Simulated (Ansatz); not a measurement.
The parent structure is CaSnSe₃ in the cubic perovskite structure (space group Pm-3m, No. 221; a = 5.2117 Å; a hypothetical phase, not in the database extracts checked). Axes: x, y, z lie along the cube axes.

Method: DFT with PBEsol, PAW potentials and a 420 eV plane-wave cutoff in Ansatz (a first-principles code), spin-orbit coupling left out.

Strains are applied to the cell and any free atomic positions relax; under biaxial strain the out-of-plane vector relaxes too; under stress the whole cell relaxes.

One change was made to it. Results:

The shortest interatomic distance decreases by 0.095 Å, from 2.606 Å to 2.511 Å; the energy grows by 14 meV/atom.

### Question
Which change produced these results?
(A) biaxial strain −4.68 %, plane normal [110], relaxed out of plane
(B) biaxial strain −4.41 %, plane normal [001], relaxed out of plane
(C) uniaxial strain ε_xx = −3.65 %
(D) uniaxial stress, 3 GPa compression along z

### Answer
C, uniaxial strain ε_xx = −3.65 %. For comparison, the energy relative to the base in the other runs: biaxial strain −4.41 %, plane normal [001], relaxed out of plane gives +47 meV/atom; biaxial strain −4.68 %, plane normal [110], relaxed out of plane gives +33 meV/atom; uniaxial stress, 3 GPa compression along z gives +6.8 meV/atom.

Without a gap, meshes like the base's 9×9×9 leave anisotropic stresses uncertain by several tenths of a GPa, and small strain energies with them. Beyond what the load breaks, stability against distortions was not tested. The final runs are not spin-polarised. Many cubic perovskites are stable only at high temperature; tilts and polar distortions were not tested.
